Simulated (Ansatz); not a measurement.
We consider B₂O₃ (Cmc2₁, No. 36, 10 atoms in the cell; start mp-717; high-pressure phase), described by r²SCAN (PAW; Ansatz, a program for electronic structure).

Numerical settings: plane-wave cutoff 560 eV, 8×8×8 k mesh, Fermi–Dirac smearing 0.01 eV, scalar-relativistic PAW data made under PBE.

Cell (relaxed at this level):

```
B2O3
1.0
    3.90412    -2.30846     0.00000
    3.90412     2.30846     0.00000
    0.00000     0.00000     4.13206
B O
4 6
Cartesian
  1.28880   0.73460   2.34621
  6.51945  -0.73460   0.28018
  6.51945   0.73460   2.34621
  1.28880  -0.73460   0.28018
  3.90412  -1.17572   2.06728
  3.90412   1.17572   0.00125
  6.17516  -0.60192   1.72860
  1.63308   0.60192   3.79463
  1.63308  -0.60192   1.72860
  6.17516   0.60192   3.79463
```

Q: Give the computed band gap.

A: 
* **band gap**: 9.36 eV (on the SCF k mesh)

Note: the relaxation could not lower the start's symmetry, so the cell can be a saddle point above a distorted one.

Computed values are for the static lattice.

Cost on a shared machine: about 4 core-minutes (a rough figure).

A start named mp-… is a Materials Project structure, which need not be a measured phase.
